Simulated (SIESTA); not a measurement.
## Input and output of a self-consistent single point for ZnPbO₃ (R3c, 10 atoms in the cell) (SIESTA)

Method of the run: GGA PBEsol, numerical atomic orbitals DZP, PseudoDojo PBEsol standard norm-conserving potentials (rewritten from UPF to PSML) in SIESTA 5.4.2.

This input was run:

```
# files in the folder: Zn.psml Pb.psml O.psml (PseudoDojo PBEsol standard)
SystemName  ZnPbO3
SystemLabel ZnPbO3

NumberOfAtoms                10
NumberOfSpecies              3
%block ChemicalSpeciesLabel
  1 30 Zn
  2 82 Pb
  3 8 O
%endblock ChemicalSpeciesLabel
LatticeConstant              1.0 Bohr
%block LatticeVectors
     5.182898930    2.992347303    9.157461622
    -5.182898930    2.992347303    9.157461622
     0.000000000   -5.984696496    9.157461622
%endblock LatticeVectors
AtomicCoordinatesFormat      Ang
%block AtomicCoordinatesAndAtomicSpecies
    -0.000000000   -0.000000500    7.268298490  1
     0.000000000   -0.000001000   14.537178490  1
     0.000000000   -0.000000218    3.165699004  2
     0.000000000   -0.000000718   10.434579004  2
     1.858105427    0.194577865    6.459562901  3
    -1.097562481    1.511876818    6.459562901  3
    -0.760542946   -1.706456016    6.459562901  3
     0.760542946    1.460508484    8.882522901  3
     0.884566573   -1.388904635    8.882522901  3
    -1.645109519   -0.071605682    8.882522901  3
%endblock AtomicCoordinatesAndAtomicSpecies

XC.functional                GGA
XC.authors                   PBEsol
PAO.BasisSize                DZP
PAO.EnergyShift              0.01 Ry
MeshCutoff                   300 Ry
%block kgrid.MonkhorstPack
    5   0   0  0.0
    0   5   0  0.0
    0   0   5  0.0
%endblock kgrid.MonkhorstPack
OccupationFunction           MP
OccupationMPOrder            1
ElectronicTemperature        1160.45 K

MaxSCFIterations             150
SCF.Mixer.Method             Broyden
SCF.Mixer.Weight             0.2
SCF.Mixer.History            8
SCF.DM.Tolerance             1.0E-04
Diag.ParallelOverK           true
WriteForces                  true
```

Output (repeated stretches shortened):

```
reinit: Reading from file input.fdf

reinit: System Name: ZnPbO3
reinit: System Label: ZnPbO3

coor:   Atomic-coordinates input format  =     Cartesian coordinates
coor:                                          (in Angstroms)

siesta: Atomic coordinates (Bohr) and species
siesta:     -0.00000  -0.00000  13.73509  1        1
siesta:      0.00000  -0.00000  27.47129  1        2
siesta:      0.00000  -0.00000   5.98230  2        3
siesta:      0.00000  -0.00000  19.71850  2        4
siesta:      3.51131   0.36770  12.20680  3        5
siesta:     -2.07409   2.85703  12.20680  3        6
siesta:     -1.43722  -3.22473  12.20680  3        7
siesta:      1.43722   2.75996  16.78554  3        8
siesta:      1.67159  -2.62465  16.78554  3        9
siesta:     -3.10881  -0.13532  16.78554  3       10

siesta: System type = bulk

initatomlists: Number of atoms, orbitals, and projectors:     10   152   166

siesta: ******************** Simulation parameters ****************************
redata: Spin configuration                          = none
redata: Time-Reversal Symmetry                      = T
redata: Number of Atomic Species                    =        3
redata: Mesh Cutoff                                 =   300.0000 Ry
redata: Net charge of the system                    =     0.0000 |e|
redata: Min. number of SCF Iter                     =        0
redata: Max. number of SCF Iter                     =      150
redata: SCF convergence failure will abort job
redata: SCF mix quantity                            = Hamiltonian
redata: Mix DM or H after convergence               =   F
redata: Recompute H after scf cycle                 =   F
redata: Mix DM in first SCF step                    =   T
redata: No kicks to SCF
redata: DM Mixing Weight for Kicks                  =     0.5000
redata: Require Harris convergence for SCF          =   F
redata: Harris energy tolerance for SCF             =     0.000100 eV
   [... lines left out ...]
diag: Used triangular part                          = Lower
diag: Absolute tolerance                            =  0.100E-15
diag: Orthogonalization factor                      =  0.100E-05
diag: Memory factor                                 =  1.0000

superc: Internal auxiliary supercell:     5 x     5 x     5  =     125
superc: Number of atoms, orbitals, and projectors:   1250  19000  20750

                        Single-point calculation

superc: Internal auxiliary supercell:     5 x     5 x     5  =     125
superc: Number of atoms, orbitals, and projectors:   1250  19000  20750

outcell: Unit cell vectors (Ang):
        2.742672    1.583482    4.845920
       -2.742672    1.583482    4.845920
        0.000000   -3.166965    4.845920

outcell: Cell vector modules (Ang)   :    5.789007    5.789007    5.789008
outcell: Cell angles (23,13,12) (deg):     56.5589     56.5589     56.5589
outcell: Cell volume (Ang**3)        :    126.2742
new_DM -- step:     1
Initializing Density Matrix...

Attempting to read DM from file... Failed...
DM filled with atomic data:

InitMesh: MESH = 54 x 54 x 54 = 157464
InitMesh: Mesh cutoff (required, used) =   300.000   343.192 Ry

stepf: Methfessel-Paxton step function
       Using Hermite-Gauss polynomials of order  1
        iscf     Eharris(eV)        E_KS(eV)     FreeEng(eV)     dDmax    Ef(eV) dHmax(eV)
   scf:    1   -17326.563621   -17674.475371   -17674.465477  1.244499 -0.622760 65.712986
   scf:    2   -17872.499169   -17847.648693   -17847.638192  1.453009 -5.354330  5.125610
   scf:    3   -17849.235969   -17848.491695   -17848.481651  0.087797 -5.271754  3.399746
   scf:    4   -17849.402705   -17849.050596   -17849.044955  0.144617 -5.114459  0.695259
   scf:    5   -17849.092759   -17849.079098   -17849.074002  0.035772 -5.171059  0.352017
   scf:    6   -17849.084302   -17849.082260   -17849.076933  0.007056 -5.170234  0.089916
   scf:    7   -17849.082676   -17849.082602   -17849.077158  0.003564 -5.177889  0.078041
   scf:    8   -17849.082723   -17849.082692   -17849.077333  0.002204 -5.173649  0.014418
   scf:    9   -17849.082631   -17849.082666   -17849.077339  0.000903 -5.171774  0.013779
   scf:   10   -17849.082696   -17849.082682   -17849.077343  0.000328 -5.172283  0.000986
   scf:   11   -17849.082681   -17849.082681   -17849.077343  0.000048 -5.172158  0.001116
   scf:   12   -17849.082681   -17849.082681   -17849.077343  0.000030 -5.172139  0.000854
SCF Convergence by DM+H criterion
max |DM_out - DM_in|         :     0.0000302690
max |H_out - H_in|      (eV) :     0.0008539719
SCF cycle converged after 12 iterations

Using DM_out to compute the final energy and forces

siesta: E_KS(eV) =           -17849.0827

siesta: E_KS - E_eggbox =    -17849.0827

siesta: Atomic forces (eV/Ang):
     1   -0.000000    0.000001    0.066435
     2    0.000000    0.000001    0.066435
     3   -0.000000   -0.000001    0.161688
     4    0.000000   -0.000001    0.161688
     5   -0.116390    0.317309   -0.071120
     6   -0.216603   -0.259451   -0.071120
     7    0.332992   -0.057859   -0.071120
     8   -0.332993   -0.057859   -0.071120
     9    0.116390    0.317309   -0.071120
    10    0.216603   -0.259451   -0.071120
   Tot    0.000000   -0.000001    0.029525
   Max    0.332993
   Res    0.160919    sqrt( Sum f_i^2 / 3N )
   Max    0.332993    constrained

Stress tensor Voigt[x,y,z,yz,xz,xy] (kbar):       36.65       36.65       45.53       -0.00        0.00       -0.00
(Free)E + p*V (eV/cell)   -17852.1993
Target enthalpy (eV/cell)   -17849.0773

siesta: Program's energy decomposition (eV):
siesta: Ebs     =     -2661.677179
siesta: Eions   =     21389.906310
siesta: Ena     =      1257.287250
siesta: Ekin    =      8740.580389
siesta: Enl     =     -3613.174821
siesta: Eso     =         0.000000
siesta: Edftu   =         0.000000
siesta: DEna    =        82.920757
siesta: DUscf   =        10.259265
siesta: DUext   =         0.000000
siesta: Ex      =     -2746.030184
siesta: Ec      =      -191.019027
siesta: Exc     =     -2937.049211
siesta: Eharris =    -17849.082681
siesta: Etot    =    -17849.082681
siesta: FreeEng =    -17849.077343

siesta: Atomic forces (eV/Ang):
siesta:      1   -0.000000    0.000001    0.066435
siesta:      2    0.000000    0.000001    0.066435
siesta:      3   -0.000000   -0.000001    0.161688
siesta:      4    0.000000   -0.000001    0.161688
siesta:      5   -0.116390    0.317309   -0.071120
siesta:      6   -0.216603   -0.259451   -0.071120
siesta:      7    0.332992   -0.057859   -0.071120
siesta:      8   -0.332993   -0.057859   -0.071120
siesta:      9    0.116390    0.317309   -0.071120
siesta:     10    0.216603   -0.259451   -0.071120
siesta: ----------------------------------------
siesta:    Tot    0.000000   -0.000001    0.029525

siesta: Stress tensor (static) (eV/Ang**3):
siesta:     0.022878   -0.000000    0.000000
siesta:    -0.000000    0.022878   -0.000000
siesta:     0.000000   -0.000000    0.028417

siesta: Cell volume =        126.274188 Ang**3

siesta: Pressure (static):
siesta:                Solid            Molecule  Units
siesta:          -0.00026928         -0.00023066  Ry/Bohr**3
siesta:          -0.02472391         -0.02117868  eV/Ang**3
siesta:         -39.61207120        -33.93198018  kBar
```

The run converged in 12 iterations.

The starting cell comes from a database of computed structures (which also holds hypothetical and non-ambient phases and stackings), without a prior relaxation at this level. Its lattice was rescaled by a random factor within 2.5 % of one. Values carry the incompleteness of an atom-centred basis. With a pressure of about -4 GPa the cell is away from its equilibrium volume at this level. The run gives no clean gap (levels at the Fermi energy touch, overlap or are partly filled at this smearing), which alone does not show that the compound is a metal.

Cost on one core of a shared machine: roughly 60 s.
